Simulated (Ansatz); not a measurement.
**AlB2-type MgB2**

All values below come from r²SCAN-D4 (Ansatz, a first-principles code, PAW).

Run with plane-wave cutoff 560 eV, 24×24×16 k mesh (along the axes of the cell as run), Fermi–Dirac smearing 0.05 eV, scalar-relativistic PAW data made under PBE.

Cell: relaxed at this level.

| Quantity | Result |
|---|---|
| lattice parameter c | 3.492 Å |
| band gap | zero (no gap) |

Measured, for comparison: lattice parameter c 3.521 Å (300 K, not corrected to a static lattice; as tabulated in Loa et al. (2002), arXiv:cond-mat/0206051). Computed (rounded) less measured: lattice parameter c -0.8 %. A static lattice is as a rule a little smaller and stiffer than an uncorrected measurement, which narrows the difference in the lattice parameter c and would widen misses of the other sign.

The computed numbers hold no vibrational or temperature effects.

It cost about 5 core-minutes (a rough figure) of CPU time.
